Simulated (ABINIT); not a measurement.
ABINIT run on NiAl (Pm-3m, 2 atoms in the cell): self-consistent single point.

Level of theory: PBE, norm-conserving pseudopotentials (PseudoDojo nc-sr-05 PBE standard) (plane waves; ABINIT 10.0.3).

The change in words: lattice scaled by 0.98. Reference geometry:
```
NiAl
1.0
    2.89000     0.00000     0.00000
    0.00000     2.89000     0.00000
    0.00000     0.00000     2.89000
Al Ni
1 1
Cartesian
  1.44500   1.44500   1.44500
  0.00000   0.00000   0.00000
```

Reference input (self-consistent single point, DFT, PBE, plane waves, norm-conserving pseudopotentials (PseudoDojo nc-sr-05 PBE standard)): pseudos = [Al.upf, Ni.upf]; ecut = 1333 eV; occopt = 7; tsmear = 0.00499791 Ha; ngkpt = 9 9 9; nshiftk = 1; shiftk = 0 0 0; potentials = PseudoDojo nc-sr-05 PBE standard; nband = 16; kptopt = 1; nstep = 60; toldfe = 1e-09 Ha. This run's input differs from it in these lines:

```diff
@@ -5,5 +5,5 @@
 rprim
-         5.4613085002    0.0000000000    0.0000000000
-         0.0000000000    5.4613085002    0.0000000000
-         0.0000000000    0.0000000000    5.4613085002
+         5.3520823302    0.0000000000    0.0000000000
+         0.0000000000    5.3520823302    0.0000000000
+         0.0000000000    0.0000000000    5.3520823302
 natom 2
@@ -13,3 +13,3 @@
 xcart
-         1.4450000000    1.4450000000    1.4450000000
+         1.4161000000    1.4161000000    1.4161000000
          0.0000000000    0.0000000000    0.0000000000
```

Output, abridged:

```
--- !BeginCycle
solver: {iscf: 7, nstep: 60, nline: 4, wfoptalg: 0, }
tolerances: {toldfe: 1.00E-09, }
...

     iter   Etot(hartree)      deltaE(h)  residm     vres2
 ETOT  1  -169.72563171959    -1.697E+02 4.610E-01 2.403E+01
 ETOT  2  -169.85516865969    -1.295E-01 8.363E-02 1.286E+03
 ETOT  3  -170.05415134349    -1.990E-01 1.199E-02 4.484E+02
 ETOT  4  -170.14705391422    -9.290E-02 4.199E-03 3.036E+01
 ETOT  5  -170.15169047746    -4.637E-03 6.150E-04 1.290E+01
   [... 3 lines left out ...]
 ETOT  9  -170.15457409573    -1.144E-07 2.405E-04 9.288E-06
 ETOT 10  -170.15457409768    -1.949E-09 1.731E-04 1.416E-10
 ETOT 11  -170.15457409767     1.847E-12 1.779E-04 4.639E-10
 ETOT 12  -170.15457409767     7.105E-13 1.238E-04 1.023E-12
 At SCF step   12, etot is converged :
  for the second time, diff in etot=  7.105E-13 < toldfe=  1.000E-09

 Cartesian components of stress tensor (hartree/bohr^3)
  sigma(1 1)= -3.87901865E-04  sigma(3 2)=  0.00000000E+00
  sigma(2 2)= -3.87901865E-04  sigma(3 1)=  0.00000000E+00
  sigma(3 3)= -3.87901865E-04  sigma(2 1)=  0.00000000E+00

 ----iterations are completed or convergence reached----

 reduced coordinates (array xred) for    2 atoms
       0.500000002182      0.500000002182      0.500000002182
       0.000000002182      0.000000002182      0.000000002182
 cartesian forces (eV/Angstrom) at end:
    1     -0.00000000000000    -0.00000000000000    -0.00000000000000
    2     -0.00000000000000    -0.00000000000000    -0.00000000000000
 frms,max,avg= 0.0000000E+00 0.0000000E+00   0.000E+00  0.000E+00  0.000E+00 e/A
   [... lines left out ...]
 Fermi (or HOMO) energy (eV) =  10.88629   Average Vxc (eV)= -12.39937
   [... lines left out ...]
total_energy        : -1.70154574097673E+02
total_energy_eV     : -4.63014143130660E+03
band_energy         : -1.48949277385644E+01
...

-Cartesian components of stress tensor (GPa)         [Pressure=  1.1412E+01 GPa]
- sigma(1 1)= -1.14124650E+01  sigma(3 2)=  0.00000000E+00
- sigma(2 2)= -1.14124650E+01  sigma(3 1)=  0.00000000E+00
- sigma(3 3)= -1.14124650E+01  sigma(2 1)=  0.00000000E+00

 Calculation completed.
```

The run converged in 12 iterations. Against the reference run the free energy goes up by 24.7 meV/atom and the pressure goes from 0.26 to 11.41 GPa.

The starting cell has typed, rounded lattice constants, without a prior relaxation at this level. For this run, on top of that: lattice scaled by 0.98. Spin polarisation is off. With a pressure of about 11 GPa the cell is away from its equilibrium volume at this level.

Cost on one core of a shared machine: roughly 2 min.
